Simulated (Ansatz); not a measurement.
Here is the system:

End structure of a constructed model of the (0001) surface of hcp Ti, a pseudomorphic layer of Si in the other hollow (bottom of the slab: a bare face, its two planes held):

```
CELL_PARAMETERS angstrom
      2.93864     0.00000     0.00000
     -1.46932     2.54493     0.00000
      0.00000     0.00000    30.00000
ATOMIC_POSITIONS crystal
  Ti 0.66667 0.33333 0.26844
  Ti 0.33333 0.66667 0.34596
  Ti 0.66667 0.33333 0.42436
  Ti 0.33333 0.66667 0.50170
  Ti 0.66667 0.33333 0.58054
  Ti 0.33333 0.66667 0.65603
  Si 0.00000 0.00000 0.72867
```

Model: 7-atom slab, 13.9 Å thick at the start, 15x15x1 mesh, Fermi-Dirac 0.1 eV, dipole correction, 2 atoms held, the rest relaxed; symmetry of the start imposed; no spin, no spin-orbit, no U. In PBE it is, or lies within 0.01 eV a 1x1 cell of, the lowest of the 2 structures of its composition computed so far; larger cells were not tried.

Question: Give the work function of the top face at the level PBE (Ansatz, an electronic-structure program).

Answer: 5.07 eV
